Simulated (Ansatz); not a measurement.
# Ta2N, element substitutions

Take Ta2N in the anti-CdI2 type structure (space group P-3m1, No. 164; a = 3.051 Å, c = 4.799 Å) as the base.

Each row replaces one element on all its sites; cell and atoms are relaxed.

All numbers come from PBEsol-D3(BJ) in Ansatz (plane waves to 420 eV, PAW, scalar-relativistic without spin-orbit coupling).

```csv
case,lattice parameter a,c/a ratio
base,3.051 Å,1.573
Ta → Lu,3.319 Å,1.675
N → C,3.070 Å,1.591
N → As,3.278 Å,1.698
```

Stability against distortions was not tested. As relaxed here, Lu2N and Ta2As are hypothetical phases, not in the database extracts checked. The final runs are not spin-polarised. An odd electron count without spin: Lu2N, Ta2N and Ta2As. Lu2N has a high density of states at the Fermi level and may be magnetic at this level.

Ansatz is an electronic-structure program.
